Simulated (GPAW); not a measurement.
## σyy against uniaxial strain in fcc Au (space group 225): C12 (GPAW, LDA)

```xyz
1
Lattice="0.0000 2.0363 2.0363 2.0058 0.0000 2.0363 2.0058 2.0363 0.0000" Properties=species:S:1:pos:R:3 pbc="T T T"
Au     0.0000     0.0000     0.0000
```

Computed with LDA (Perdew-Wang 92), GPAW PAW datasets LDA (gpaw-data 1.0.1) (plane waves; GPAW). Settings: mode = pw; ecut = 585 eV; xc = LDA; kpts = 36 36 36; mesh shift (steps) = 0 0 0; occupations.name = fermi-dirac; occupations.width = 0.05 eV; nbands = -7; convergence.density = 1e-06 e/electron; convergence.energy = 1e-06 eV/electron; symmetry.symmorphic = false; symmetry.tolerance = 0.0005; maxiter = 120. The cell above is the first row's. The rows stretch one cube axis (x) by the strain ε and hold the other two. Stress is positive in tension. In all rows the k mesh is held.

| ε (%) | σyy (GPa) |
|---|---|
| -1.5 | ? |
| -1.0 | -1.87 |
| -0.5 | -0.91 |
| 0.0 | 0.01 |
| 0.5 | 0.90 |
| 1.0 | 1.75 |
| 1.5 | 2.56 |
| 2.0 | 3.35 |

**Question.** Fit σyy against ε with a parabola, and predict the withheld value at ε = -1.5.

**Answer.** Least squares gives σyy = 0.011 + 1.8090·ε - 0.0705·ε². Residuals (row less fit): -0.002, 0.001, -0.001, 0.002, 0.001, -0.006, 0.003; standard error 0.004 (degrees of freedom: 4). The slope at ε = 0, 1.8090 GPa per cent, gives C12 ≈ 100 × 1.8090 = 181 GPa, for the static lattice. At the withheld row, σyy = 0.011 + 1.8090 × (-1.5) - 0.0705 × (-1.5)² = -2.861 GPa. The calculation gives -2.88 GPa, 0.019 GPa below the prediction (0.3 % of the range of σyy in the table). The row lies outside the fitted rows, so this is an extrapolation. From the scatter of the fitted rows alone, a prediction at this place has a standard error of 0.007 GPa, so the miss is 2.8 times that.

Carrying the step between the two nearest rows on in a straight line would have given -2.83, off by 0.05; series whose last step already gives the withheld value aren't shown. The reference cell has the volume at which an earlier scan in this program and functional put its minimum by a fit. The unstrained cell stands at a pressure of -0.01 GPa, and the constants belong to that pressure. Spin-orbit coupling is off. Without a gap such slopes are sensitive to mesh and smearing. Cutoffs and mesh are single choices, not tested for convergence of this quantity. Series with a scatter that would blur these digits, or in which a gap closes, are not shown. Strain series were run only where this level's volume lies within 10 % of a first guess from the measured size.
